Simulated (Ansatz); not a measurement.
We consider Nb (within 0.1 Å of Im-3m, No. 229, 7 atoms in the cell; start mp-1104341), described by LDA in Ansatz (PAW).

Numerical settings: plane-wave cutoff 520 eV, 20×12×6 k mesh (along the axes of the cell as run), Fermi–Dirac smearing 0.05 eV, no spin polarisation, scalar-relativistic PAW data made under PBE.

Cell (relaxed at this level):

```cif
data_Nb4
_chemical_formula_sum 'Nb4'
_space_group_name_H-M_alt 'Fmmm'
_space_group_IT_number 69
_space_group_name_Hall '-F 2 2'
_cell_length_a 3.24854
_cell_length_b 4.57488
_cell_length_c 4.60857
_cell_angle_alpha 90.000
_cell_angle_beta 90.000
_cell_angle_gamma 90.000
loop_
_atom_site_label
_atom_site_type_symbol
_atom_site_symmetry_multiplicity
_atom_site_Wyckoff_symbol
_atom_site_fract_x
_atom_site_fract_y
_atom_site_fract_z
_atom_site_occupancy
Nb1 Nb 4 b 0.50000 0.50000 0.50000 1
```
(The calculation used a cell of 7 atoms; values per cell refer to that cell.)

Question: Estimate the bulk modulus B0 that the calculation returns.

Answer: 
* **bulk modulus B0**: 191 GPa

Note: the run has no spin polarisation, so it can have missed a magnetic state; the bulk modulus is −V dP/dV from two relaxed cells at ±2 % in volume.

The computed numbers hold no vibrational or temperature effects.

The result took very roughly 80 core-minutes.

A start named mp-… is a Materials Project structure, which need not be a measured phase.

Ansatz is an electronic-structure program.
